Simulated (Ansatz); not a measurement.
Ga (model structure, started from the hcp type, P6₃/mmc, No. 194, 2 atoms in the cell)

All values below come from PBEsol (plane waves, PAW; Ansatz, an electronic-structure program).

Numerical settings: plane-wave cutoff 520 eV, 24×24×12 k mesh (along the axes of the cell as run), Fermi–Dirac smearing 0.05 eV, scalar-relativistic PAW data made under PBE.

Cell (relaxed at this level):

Space group P6₃/mmc (No. 194); a = b = 2.917 Å, c = 4.839 Å, α = β = 90.00°, γ = 120.00°

| atom | site | symmetry | x | y | z |
|---|---|---|---|---|---|
| Ga | 2c | -6m2 | 0.3333 | 0.6667 | 0.2500 |

```yaml
band_gap: zero (no gap)
bulk modulus B0: 58.4 GPa
```

Note: the bulk modulus is −V dP/dV from two relaxed cells at ±2 % in volume; the relaxation could raise the start's symmetry but not lower it, so the cell can be a saddle point.

Spin–orbit coupling is not included.

Static lattice: no zero-point or thermal effects.

The result took about 90 core-seconds (a rough figure).

A model structure was made by putting elements into a prototype or built by hand; it is no filed structure, need not be a known phase, and can be a saddle point held by its symmetry.
